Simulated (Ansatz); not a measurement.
The parent structure is WS$_{2}$ in the 2H-MoS2 type structure (space group P6_3/mmc, No. 194; a = 3.115 Å, c = 11.773 Å; layered, stacked along the Cartesian z axis). Axes: x lies along a and z along c of the hexagonal cell.

Computed with PBEsol-D3(BJ), PAW, 420 eV (Ansatz, a first-principles code; spin-orbit coupling left out), earlier PAW set.

For the base:

The valence-band top at Γ is 0.00, -1.26, -1.60 eV.

It is then changed as follows: uniaxial strain ε_yy = +0.93 %, all other strain components held at zero, atoms relaxed at fixed cell.

**Question.** How does this affect the valence-band top at Γ and energy relative to the base?

**Answer.** The valence-band top at Γ (three highest levels, from the VBM) changes from 0.00, -1.26, -1.60 eV to 0.00, -1.26, -1.55 eV; the energy goes up by 1.2 meV/atom.

Spin-orbit coupling, missing from the scalar runs, can matter with W. The levels and masses belong to the bands next to the band gap. No phonon test of stability was made.
